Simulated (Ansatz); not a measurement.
The starting structures come from a database of crystals and need not be the phases stable at ambient conditions.

The decay constant κ of evanescent states in the gap governs leakage through a thin film.

Given:

```
RbIO3
1.0
    6.37546     0.00000     0.00000
    0.00000     7.86633     0.00000
    3.18773     2.62211     1.84044
Rb I O
1 1 3
Direct
  0.00000   0.48436   0.00000
  0.00000   0.99895   0.00000
  0.00000   0.96347   0.43459
  0.56541   0.96347   0.43459
  0.43459   0.39806   0.13082
```

Space group of this cell: R3m. The cell is taken as given.

Transport runs along the normal of the first two printed cell vectors, the (100) plane of the conventional cell.

The gap is the functional's own, uncorrected, and κ follows it; spin-orbit coupling is left out. Mid-gap values are interpolated between the computed energies.

Task: Compute, with r2SCAN (Ansatz, a quantum-chemistry and plane-wave program), the band gap and the smallest decay constant κ at mid-gap.

Result: Gap 3.18 eV on a 16×16×16 mesh; κ = 0.324 1/Å, at (0.000, 0.250) of the in-plane reciprocal vectors. At the zone centre, at the nearest computed energy, the slowest state has κ = 0.36 1/Å.
